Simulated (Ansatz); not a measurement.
Base system: ZrC in the rock salt structure (space group Fm-3m, No. 225; a = 4.669 Å).

The values are results of Ansatz (an electronic-structure program), PBEsol, PAW, cutoff 420 eV, scalar-relativistic without spin-orbit coupling, not measurements.

Base values:

- Lattice parameter a = 4.669 Å

One thing is altered: hydrostatic tension (pressure −2 GPa).

Task: What does the calculation give for the lattice parameter a after the change?

Result: The lattice parameter a increases by 0.013 Å, from 4.669 Å to 4.682 Å.

Load acts through the strain it causes; cell and atoms are relaxed under it. Whether these cells are dynamically stable was not tested. The final runs are not spin-polarised.
